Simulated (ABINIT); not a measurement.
**Equation of state of CsCl-type AuZn (space group 221): energy against volume (ABINIT, PBE)**

```
AuZn
1.0
    3.09399     0.00000     0.00000
    0.00000     3.09399     0.00000
    0.00000     0.00000     3.09399
Zn Au
1 1
Direct
  0.50000   0.50000   0.50000
  0.00000   0.00000   0.00000
```

Computed with PBE, norm-conserving pseudopotentials (PseudoDojo nc-sr-05 PBE standard) (plane waves; ABINIT). Settings: pseudos = [Zn.upf, Au.upf]; ecut = 110 Ry; occopt = 3; tsmear = 0.05 eV; ngkpt = 15 15 15; nshiftk = 1; shiftk = 0 0 0; potentials = PseudoDojo nc-sr-05 PBE standard; nband = 27; kptopt = 1; nstep = 50; toldfe = 1e-09 Ha. The cell above is the first row's. The rows scale it uniformly. In all rows fractional positions and the k mesh are held. E is the free energy at the stated smearing, counted from the lowest row.

| V (Å^3/atom) | E (meV/atom) |
|---|---|
| 14.8090 | ? |
| 15.1310 | 27.11 |
| 15.4529 | 12.09 |
| 15.7748 | 3.31 |
| 16.0968 | 0.00 |
| 16.4187 | 1.48 |
| 16.7407 | 7.17 |
| 17.0626 | 16.53 |
| 17.3845 | 29.11 |

Using the third-order Birch-Murnaghan form, a cubic in V^(-2/3), estimate the missing E at V = 14.8090 from the other rows, showing the fit.

With u = V^(-2/3) - 0.156, the rows have u = 0.007464, 0.005186, 0.002985, 0.000858, -0.001199, -0.003190, -0.005118, -0.006987. Least squares gives E = 0.066 - 541.89·u + 537031·u² + 2811798·u³. Residuals (row less fit): 0.001, -0.001, 0.002, 0.002, -0.003, 0.002, 0.001, 0.000; standard error 0.002 (degrees of freedom: 4). Its minimum lies at u = 0.000503, so V0 = (0.156503)^(-3/2) = 16.15. There d²E/du² = 1083000 and d³E/du³ = 1.687e7, so B0 = (4/9) × 16.15^(-7/3) × 1083000 × 0.160218 = 117 GPa (the last factor turns the table's units into GPa), and B0' = 4 + (2/3) × 0.156503 × (1.687e7)/1083000 = 5.6. The program's pressures in the fitted runs (not shown) pass through zero at V = 16.15, 0.00 % from this V0. At the withheld row, u = 0.009825, so E = 0.066 - 541.89 × 0.009825 + 537031 × 0.009825² + 2811798 × 0.009825³ = 49.249 meV/atom. The calculation gives 49.22 meV/atom, 0.029 meV/atom below the prediction (0.1 % of the range of E in the table). The row lies outside the fitted rows, so this is an extrapolation. From the scatter of the fitted rows alone, a prediction at this place has a standard error of 0.007 meV/atom, so the miss is 4.4 times that.

Carrying the step between the two nearest rows on in a straight line would have given 42.13, off by 7.09; series whose last step already gives the withheld value aren't shown. The scan was laid around a cell of about the measured size, scaled by a guess for this functional. The runs keep the symmetry of the cell, so they don't test it for distortions. Spin-orbit coupling is off. Cutoffs and mesh are single choices, not tested for convergence of this quantity. Series with a scatter that would blur these digits, or in which a gap closes, are not shown. Nor are scans whose minimum lies at an end fitted in this form.

Terms beyond the fitted order, or numerical noise in single rows, can give a miss of this size; the table doesn't tell which.
